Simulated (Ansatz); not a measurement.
Functionals compared on a constructed model of the (100) surface of fcc Ir, a pseudomorphic layer of Mo in the host's stacking (bottom of the slab: a bare face, its two planes held), in Ansatz (plane waves, PAW). The structure was relaxed with PBE; the other rows are single points on it. Cutoff 420 eV (500 eV for r2SCAN).

Model: 7-atom slab, 12.1 Å thick at the start, 14x14x1 mesh, Fermi-Dirac 0.1 eV, dipole correction, 2 atoms held, the rest relaxed; symmetry of the start imposed; no spin, no spin-orbit, no U. It is one candidate, not shown to be the stable structure of the face. These notes are the PBE run's.

```csv
functional,work function of the top face (eV),rough cost of the single point
PBE,4.78,–
RPBE,4.63,very roughly 40 core-seconds
r2SCAN,4.83,very roughly 60 core-seconds
```

Ansatz is a program for electronic structure.
